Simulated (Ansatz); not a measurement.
## La2O3, response to strain

Take La2O3 (space group P-3m1, No. 164; a = 3.935 Å, c = 6.126 Å) as the base. Axes: x lies along a and z along c of the hexagonal cell.

Strains are applied to the cell and any free atomic positions relax; under stress the whole cell relaxes.

Level of theory: Ansatz (a first-principles code), r2SCAN, PAW, cutoff 500 eV, no spin-orbit coupling, earlier PAW set.

Notes on the quantities. energy relative to the base: free energy F.

| case | shortest interatomic distance | band gap | energy relative to the base |
|---|---|---|---|
| base | 2.366 Å | 4.23 eV | 0 meV/atom |
| isotropic strain −1.23 % | 2.340 Å | 4.28 eV | +9.3 meV/atom |
| uniaxial strain ε_yy = +1.51 % | ___ | 4.16 eV | ___ |
| uniaxial stress, 2 GPa compression along x | 2.360 Å | 4.16 eV | +2.3 meV/atom |

Complete the table.


- uniaxial strain ε_yy = +1.51 %, shortest interatomic distance: 2.381 Å
- uniaxial strain ε_yy = +1.51 %, energy relative to the base: +2.4 meV/atom

Stability under load was not tested beyond the relaxation.
